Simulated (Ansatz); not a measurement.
Competing hops of Ga vacancy in zinc-blende GaP, charge state -3

Consider Ga vacancy in zinc-blende GaP, charge state -3. All values below come from PBE, PAW (plane waves to 420 eV; Ansatz, an electronic-structure program).

Settings: 64 host sites, the relaxed PBE lattice, one k-point at (0.250, 0.250, 0.250), smearing 0.01 eV, spin-restricted, no image-charge correction. No zero-point or tunnelling terms. The charge state is imposed; whether it is stable for some Fermi level was not computed. Forms of the defect that were not tried may lie lower.

Barriers: single points on a 2×2×2 k-point mesh shifted by half a step at the bands' geometries.

| Route | Start site over the lowest site run (eV) | Hop (Å) | Forward barrier (eV) | Backward barrier (eV) | Neighbours at the start | Neighbours at the saddle | Saddle order | Forward, on the band's own sampling (eV) |
|---|---|---|---|---|---|---|---|---|
| one Ga atom jumps into the vacancy from a nearby Ga site | 0.00 | 3.75 | 1.92 | 1.92 | P at 2.34, P at 2.40, 2 P at 2.42 Å | P at 2.28, P at 2.60, P at 2.63, P at 2.80, P at 2.82 Å | not checked | 1.94 |

Paths come from CI-NEB runs.  

The whole set of runs took about 0.9 core-hours (a rough figure).
